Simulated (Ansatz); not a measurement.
Input:

```yaml
crystal:
  lattice:
    - [2.93639, 0.00000, 0.00000]
    - [-1.46820, 2.48501, 0.00000]
    - [0.00000, 0.00000, 4.64022]
  atoms:
    - { symbol: Ti, position: [0.32872, 0.65745, 0.75000] }
    - { symbol: Ti, position: [0.67128, 0.34255, 0.25000] }
```

No spin polarisation.

Level of theory: r2SCAN in Ansatz (plane waves to 500 eV, PAW, scalar-relativistic without spin-orbit coupling). k-mesh 23×23×13 (Γ-centred); smearing 0.1 eV (Fermi–Dirac).

Question: Predict the stress (xx, yy, zz, yz, xz, xy; compression positive).

Answer: (2.3, 4.3, 1.8, 0.0, 0.0, 0.0) GPa.

Question: What is the computed band gap?

Answer: Zero.

Question: Estimate the space group.

Answer: Cmcm (No. 63).

The cells carry an imposed strain or load. No phonon test of stability was made. The final runs are not spin-polarised. The cell was made from Ti in the hcp (Mg type) structure (space group P6_3/mmc, No. 194) by this change: uniaxial strain ε_yy = −2.28 %.

Ansatz is a program for electronic structure.
